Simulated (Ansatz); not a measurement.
Response to strain in Si

Take Si in the diamond structure (space group Fd-3m, No. 227; a = 5.4443 Å) as the base. Axes: x, y, z lie along the cube axes.

Strains are applied to the cell and any free atomic positions relax.

The values are results of r2SCAN/PAW in Ansatz (a quantum-chemistry and plane-wave program), spin-orbit coupling left out, not measurements.

Notes on the quantities. pressure: mean of the normal stresses, compression positive.

```
change                       smallest direct gap  shortest interatomic distance  band gap  pressure
---------------------------  -------------------  -----------------------------  --------  --------
base                                     2.74 eV                        2.357 Å   0.78 eV  0.0 kbar
tensor shear ε_xy = +1.43 %              2.44 eV                        2.347 Å   0.56 eV  0.2 kbar
tensor shear ε_xy = +0.29 %              2.68 eV                        2.355 Å   0.75 eV  0.0 kbar
tensor shear ε_xy = +2.00 %              2.32 eV                        2.342 Å   0.42 eV  0.4 kbar
tensor shear ε_xy = +0.57 %              2.62 eV                        2.353 Å   0.72 eV  0.0 kbar
tensor shear ε_xy = +1.71 %              2.38 eV                        2.344 Å   0.49 eV  0.3 kbar
tensor shear ε_xy = +1.14 %              2.50 eV                        2.349 Å   0.62 eV  0.1 kbar
tensor shear ε_xy = +0.86 %              2.56 eV                        2.351 Å   0.68 eV  0.0 kbar
```

Whether these cells are dynamically stable was not tested.
